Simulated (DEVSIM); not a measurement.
## illuminated GaAs p-on-n cell, one wavelength

Structure: illuminated GaAs p-on-n cell, one wavelength, at 400 K.

| layer (left to right) | material | thickness (μm) | Nd (cm⁻³) | Na (cm⁻³) | τn (s) | τp (s) | absorption coefficient (cm⁻¹) |
|---|---|---|---|---|---|---|---|
| 1 | GaAs | 0.330 | - | 7.6e17 | 1.5e-9 | 1.3e-8 | 46000 |
| 2 | GaAs | 5.10 | 1e15 | - | 2e-8 | 2e-8 | 46000 |

Left contact: ohmic, minority electron recombination velocity 500 cm/s. Right contact: ohmic, minority hole recombination velocity 1e5 cm/s. Voltage is applied to the left contact. Recombination: SRH at mid-gap, radiative, Auger. Light enters at the left, 3.5e16 photons cm⁻² s⁻¹, one pass, no reflection. Mobility is constant in doping.

Constants are typed, rounded textbook-type inputs, not results; the design itself was drawn at random and stands for no fabricated device. Values at 300 K; Nc and Nv go as T^1.5, mobilities as T to minus their exponent, the gap by Varshni's rule with the affinity fixed.

```
parameter             GaAs
----------------  --------
gap (eV)             1.424
affinity (eV)         4.07
permittivity          12.9
Nc (cm⁻³)           4.7e17
Nv (cm⁻³)             9e18
μn (cm²/Vs)           8500
μp (cm²/Vs)            400
T exponent of μn       2.1
T exponent of μp       2.2
B (cm³/s)            2e-10
Cn (cm⁶/s)           1e-30
Cp (cm⁶/s)           1e-30
Varshni α (eV/K)  0.000541
Varshni β (K)          204
```

Simulated with DEVSIM: 1D drift-diffusion, Boltzmann statistics, complete ionisation; no tunnelling, impact ionisation, image-force lowering or self-heating.

The potential step across the device at zero bias is 1.050 V, the largest field in the device at zero bias is 54000 V/cm and the dark forward voltage at 1 A/cm² is 0.785 V. The dark forward voltage at 100 A/cm² is 1.032 V, the short-circuit current is 5.58 mA/cm² and the open-circuit voltage comes out as 0.577 V. The fill factor comes out as 0.73 and the largest power is 2.35 mW/cm². The share of generated pairs collected at short circuit comes out as 0.996.

Small-signal capacitance in reverse bias (quasi-static):

| V (V) | C (nF/cm²) |
|---|---|
| -0.04 | 9.99 |
| -0.1 | 9.67 |
| -0.2 | 9.19 |
| -0.3 | 8.78 |
| -0.4 | 8.42 |
| -0.6 | 7.82 |
| -0.8 | 7.34 |
| -1 | 6.93 |
| -1.3 | 6.44 |
| -1.6 | 6.03 |
| -2 | 5.60 |

Dark reverse current:

```csv
V (V),J (A/cm²)
-0.04,-1.7e-7
-0.10,-3.5e-7
-0.20,-5.8e-7
-0.30,-7.8e-7
-0.40,-9.7e-7
-0.60,-1.3e-6
-0.80,-1.6e-6
-1.00,-1.9e-6
-1.30,-2.3e-6
-1.60,-2.6e-6
-2.00,-3.1e-6
```
